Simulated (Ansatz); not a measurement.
Start from CdGeAs₂ in the chalcopyrite structure (space group I-42d, No. 122; a = 6.048 Å, c = 11.488 Å). Axes: x, y, z lie along a, b, c of the conventional cell.

Calculations: PBE (Ansatz, a quantum-chemistry and plane-wave program; PAW; 420 eV plane waves; no spin-orbit coupling).

Base values:

- Pressure: 0.0 GPa
- Shortest interatomic distance: 4.695 bohr

The change: biaxial strain −2.25 %, plane normal [001], relaxed out of plane (Cartesian); in-plane vectors clamped, the third vector and the atoms free.

Q: What does the calculation give for the energy relative to the base after the change?

A: The energy rises by 6.2 meV/atom.

Q: What happens to the pressure?

A: The pressure (mean of the normal stresses, compression positive) goes from zero to 1.2 GPa.

Q: Predict the new shortest interatomic distance.

A: The shortest interatomic distance shrinks by 0.0204 bohr (4.695 bohr → 4.674 bohr).

Whether these cells are dynamically stable was not tested. The final runs are not spin-polarised.
